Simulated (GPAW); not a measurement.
A user runs GPAW on Cu (I4_1/amd, 2 atoms in the cell) and asks whether the run is sound. The aim is a self-consistent single point with DFT PBEsol, plane waves, GPAW PAW datasets PBEsol (made by gpaw-setup).

Cell that was meant: a = 3.4032 Å, b = 3.4032 Å, c = 3.4032 Å, α = 97.44°, β = 97.44°, γ = 137.81°.

Part of the input:

```python
            nbands=-6,
            convergence={'density': 1e-05, 'energy': 1e-05},
            symmetry={'symmorphic': False, 'tolerance': 0.0005},
            charge=2,
            maxiter=120)

atoms.calc = calc
```

The program printed (abridged):

```
Input parameters:
  charge: 2
  convergence: {density: 1e-05,
                energy: 1e-05}
  kpts: [15 15 15]
  maxiter: 120
   [... lines left out ...]
   1 Cu     0.000000    0.000000    0.000000    ( 0.0000,  0.0000,  0.0000)

Unit cell:
           periodic     x           y           z      points  spacing
  1. axis:    yes   -2.245152    2.245152    1.224982    20     0.1075
  2. axis:    yes    2.245152   -2.245152    1.224982    20     0.1075
  3. axis:    yes    2.245152    2.245152   -1.224982    20     0.1588

  Lengths:   3.403233   3.403233   3.403233
  Angles:   97.444255  97.444255 137.806174

Effective grid spacing dv^(1/3) = 0.1456
     iter     time        total  log10-change:
                         energy   eigst   dens
iter:   1 --:--:--   -23.861227
iter:   2 --:--:--   -22.042453   -1.83  -0.92
iter:   3 --:--:--   -19.492617   -0.82  -1.02
iter:   4 --:--:--   -19.531171   -2.83  -1.83
iter:   5 --:--:--   -19.432077   -2.53  -1.76
iter:   6 --:--:--   -19.431277   -4.48  -2.73
iter:   7 --:--:--   -19.431565   -4.85  -2.93
iter:   8 --:--:--   -19.430978   -4.81  -3.00
iter:   9 --:--:--   -19.430935   -4.86  -3.49
iter:  10 --:--:--   -19.430890c  -5.32  -3.20
iter:  11 --:--:--   -19.430899c  -6.98  -4.36
iter:  12 --:--:--   -19.430898c  -8.83c -5.08c
Converged after 12 iterations.

Dipole moment: (-3.769973, 3.769973, 0.000000) |e|*Ang

Energy contributions relative to reference atoms: (reference = -89968.960980)

Kinetic:       -146.953802
Potential:      +99.495025
External:        +0.000000
XC:             +27.898794
Entropy (-ST):   -0.158830
Local:           +0.208500
SIC:             +0.000000
--------------------------
Free energy:    -19.510313
Extrapolated:   -19.430898

Showing only first 2 kpts
 Kpt  Band  Eigenvalues  Occupancy
  0     8      4.17621    1.99876
  0     9      4.69938    1.38890
  0    10      5.04527    0.19709
  0    11     13.36408    0.00000

  1     8      4.18431    1.99856
  1     9      4.68409    1.44346
  1    10      5.00597    0.27769
  1    11     12.74559    0.00000

Fermi level: 4.79718

No gap
No difference between direct/indirect transitions
Energy (eV): -19.430898

Forces in eV/Ang:
  0 Cu    0.00000    0.00000   -0.00000
  1 Cu    0.00000   -0.00000   -0.00000

Stress tensor:
     0.900981     0.000000     0.000000
     0.000000     0.900981     0.000000
     0.000000     0.000000     0.912523
Stress (GPa, Voigt): [144.353  144.353  146.2024   0.       0.       0.    ]
```

Task: Is this run sound? If not, what is wrong?

Result: The run is not sound. The fault is an unintended net charge. A charged periodic cell changes the electron count and is neutralised by a uniform background, so energy, forces and pressure belong to another system. To fix it, remove the charge. The run converged in 12 iterations without an error.

An input that runs soundly differs in these lines (not the only fix; some lines may just follow from the change or write a value another way):
```diff
-            charge=2,
```

With that input, the run converged in 13 iterations: free energy E − TS (from the program's reference atoms) -7.7412 eV; Fermi level (on the code's own zero) 7.23 eV (DFT PBEsol, plane waves, GPAW PAW datasets PBEsol (made by gpaw-setup)).

On the sound input: the starting cell was generated: these elements placed on a structure prototype, without a prior relaxation; it need not be a known phase or ordering of this composition. Spin polarisation is off.
